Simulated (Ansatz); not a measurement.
The reference is Al₂Au (space group Fm-3m, No. 225; a = 6.002 Å).

Level of theory: Kohn–Sham DFT with the PBEsol functional, run in Ansatz (an electronic-structure program) with PAW and 420 eV plane waves, no spin-orbit coupling.

Before the change:

The lattice parameter a is 6.002 Å. The band gap comes out as zero.

The change: full substitution Au → Pt, then cell and atoms are relaxed.

**Question.** Predict the new lattice parameter a and band gap.

**Answer.** The lattice parameter a falls by 0.106 Å, from 6.002 Å to 5.896 Å; the band gap is still zero.

Stability against distortions was not tested. The final runs are not spin-polarised.
